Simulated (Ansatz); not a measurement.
The structure below was relaxed with plane-wave PAW DFT at the PBE level (Ansatz, a quantum-chemistry and plane-wave program, 420 eV), without spin-orbit coupling, at pressure 22.5 GPa.

Space group P4₂/nmc, origin choice 1 (No. 137); a = b = 3.522 Å, c = 5.024 Å, α = β = γ = 90.00°

```
atom  site  symmetry       x       y       z
----  ----  --------  ------  ------  ------
Zr      2a      -4m2  0.0000  0.0000  0.0000
O       4d      2mm.  0.0000  0.5000  0.2180
```

Question: Write out a cell with all atoms.

Answer: 
```
ZrO2
1.0
    3.52237     0.00000     0.00000
    0.00000     3.52237     0.00000
    0.00000     0.00000     5.02363
Zr O
2 4
Direct
  0.00000   0.00000   0.00000
  0.50000   0.50000   0.50000
  0.00000   0.50000   0.21798
  0.00000   0.50000   0.71798
  0.50000   0.00000   0.28202
  0.50000   0.00000   0.78202
```
This is the conventional cell.

Load acts through the strain it causes; cell and atoms are relaxed under it. No phonon test of stability was made. Competing high-pressure phases were not computed. The cell was made from ZrO2 (space group P4_2/nmc, No. 137) by this change: pressure 22.5 GPa. This is not the structure that ZrO2 has at room temperature and ambient pressure.
